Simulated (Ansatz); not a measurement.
Bond-angle distributions (per cent of the angles at each element, bins of 10°) of a relaxed model of amorphous Ti10Al12O38 at 3.18 g/cm³. Level of theory: PBE, scalar-relativistic without spin-orbit coupling (plane waves to 420 eV, PAW; Ansatz, a quantum-chemistry and plane-wave program).

It comes from a melt-quench run on a machine-learned potential (CHGNet), relaxed afterwards by DFT. O atoms were pushed apart under 1.9 Å during the dynamics, to hinder bonds among them. It is the lowest in DFT energy of 2 quenches. It is a model cell: composition and starting density were chosen by hand, and all elements were melted together. No dispersion term was used. Its density started from a set value of 3.15 and ended at 3.18 g/cm³. The simulated quench (nominally 140 K/ps over its main leg) is rapid and tends to freeze in more defects than a deposited or slowly cooled glass has. A cell of this size samples the disorder only roughly. The volume was free in the relaxation, at fixed shape. Stress components on the final sampling reach 1.8 GPa.

Bonds are counted up to Ti-Ti 3.12 Å, Ti-Al 2.89 Å, Ti-O 2.50 Å, Al-Al 2.66 Å, Al-O 2.20 Å, O-O 1.58 Å. Two cations that share two anions don't count as bonded, nor two that share one unless they lie closer than Ti-Ti 3.04 Å, Ti-Al 2.81 Å, Al-Al 2.59 Å.

```json
[
 {"angle (°)": "50-60", "at Ti": "0", "at Al": "0", "at O": "0"},
 {"angle (°)": "60-70", "at Ti": "2", "at Al": "0", "at O": "0"},
 {"angle (°)": "70-80", "at Ti": "13", "at Al": "1", "at O": "0"},
 {"angle (°)": "80-90", "at Ti": "17", "at Al": "16", "at O": "2"},
 {"angle (°)": "90-100", "at Ti": "21", "at Al": "24", "at O": "20"},
 {"angle (°)": "100-110", "at Ti": "12", "at Al": "25", "at O": "15"},
 {"angle (°)": "110-120", "at Ti": "10", "at Al": "15", "at O": "15"},
 {"angle (°)": "120-130", "at Ti": "6", "at Al": "8", "at O": "16"},
 {"angle (°)": "130-140", "at Ti": "2", "at Al": "1", "at O": "19"},
 {"angle (°)": "140-150", "at Ti": "5", "at Al": "0", "at O": "6"},
 {"angle (°)": "150-160", "at Ti": "3", "at Al": "3", "at O": "5"},
 {"angle (°)": "160-170", "at Ti": "7", "at Al": "4", "at O": "1"},
 {"angle (°)": "170-180", "at Ti": "0", "at Al": "2", "at O": "0"}
]
```

They go with these counts of neighbours within the cut-offs, cation contacts included: Ti mean 5.4, most often 5; Al mean 4.4, most often 4; O mean 2.8, most often 3.
